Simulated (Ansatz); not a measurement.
# Pressure series in HfS2

The reference is HfS2 in the CdI2 type structure (space group P-3m1, No. 164; layered, stacked along the Cartesian z axis).

```
CELL_PARAMETERS angstrom
      3.54747     0.00000     0.00000
     -1.77374     3.07220     0.00000
      0.00000     0.00000     5.57681
ATOMIC_POSITIONS crystal
  Hf 0.00000 0.00000 0.00000
  S  0.33333 0.66667 0.26190
  S  0.66667 0.33333 0.73810
```

Cell and atoms are relaxed at each pressure.

The values are results of PBEsol-D3(BJ) (Ansatz, a first-principles code; PAW; 420 eV plane waves; no spin-orbit coupling), not measurements.

Two rows of this table had their results exchanged by mistake.

```json
[
 {"pressure": "pressure −2 GPa", "volume per atom (Å³)": "21.58", "shortest distance (Å)": "2.528", "band gap": "0.80 eV"},
 {"pressure": "pressure −1 GPa", "volume per atom (Å³)": "12.83", "shortest distance (Å)": "2.360", "band gap": "zero"},
 {"pressure": "pressure 1.8 GPa", "volume per atom (Å³)": "19.55", "shortest distance (Å)": "2.506", "band gap": "0.24 eV"},
 {"pressure": "pressure 4.2 GPa", "volume per atom (Å³)": "18.84", "shortest distance (Å)": "2.494", "band gap": "zero"},
 {"pressure": "pressure 9 GPa", "volume per atom (Å³)": "17.77", "shortest distance (Å)": "2.474", "band gap": "zero"},
 {"pressure": "pressure 18 GPa", "volume per atom (Å³)": "16.38", "shortest distance (Å)": "2.442", "band gap": "zero"},
 {"pressure": "pressure 30 GPa", "volume per atom (Å³)": "15.00", "shortest distance (Å)": "2.410", "band gap": "zero"},
 {"pressure": "pressure 45 GPa", "volume per atom (Å³)": "13.74", "shortest distance (Å)": "2.381", "band gap": "zero"},
 {"pressure": "pressure 60 GPa", "volume per atom (Å³)": "20.79", "shortest distance (Å)": "2.522", "band gap": "0.60 eV"}
]
```

Problem. Which two?

Solution. The rows for pressure −1 GPa and pressure 60 GPa: the volume has to fall steadily with pressure, so 20.79 Å³ belongs to pressure −1 GPa and 12.83 Å³ to pressure 60 GPa.

The mesh was chosen for an insulator and is coarse for the gapless case. Spin-orbit coupling, missing from the scalar runs, can matter with Hf. Load acts through the strain it causes; cell and atoms are relaxed under it. Stability against distortions was not tested. No other phases were tried under pressure. The final runs are not spin-polarised. Gaps under 0.05 eV, about the width of the smearing, are given as zero. A zero or small gap of HfS2 under pressure 1.8 GPa, HfS2 under pressure 4.2 GPa, HfS2 under pressure 9 GPa and HfS2 under pressure 18 GPa can be the functional's error rather than a property of the material.
